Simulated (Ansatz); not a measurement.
## A computed series for CuI: pressure series

Take CuI in the zinc blende structure (space group F-43m, No. 216; a = 6.0228 Å) as the base.

Cell and atoms are relaxed at each pressure.

Method: r2SCAN (Ansatz, a first-principles code), scalar-relativistic without spin-orbit coupling.

```
P (GPa)  V (Å³/atom)
-------  -----------
-1.98         28.760
-0.99         27.973
0.89          26.784
2.09          26.167
4.49          25.140
9.00          23.685
15.00         22.290
22.50         21.013
30.00         20.036
```

A third-order Birch–Murnaghan fit to these points gives V₀ = 27.31 Å³/atom, B₀ = 44 GPa and B₀′ = 5.1. At pressure 30 GPa the volume is 73.4 % of V₀.

Measured bulk modulus of CuI: 36.6 GPa (temperature not stated; as listed in Abhijith M. Gopakumar et al., Physical Chemistry Chemical Physics (2017)); the computed value is for a static lattice, so the two differ by thermal effects too.

Between the base and pressure 4.5 GPa the gap moves from 1.67 eV to 1.93 eV, a mean slope of 58 meV/GPa.

Spin-orbit coupling, missing from the scalar runs, can matter with I. Load acts through the strain it causes; cell and atoms are relaxed under it. Stability against distortions was not tested. Tetrahedral semiconductors of this kind turn to denser phases somewhere between about 1 and 50 GPa; those were not computed, so compressed cells here can lie past the real transition. The final runs are not spin-polarised.
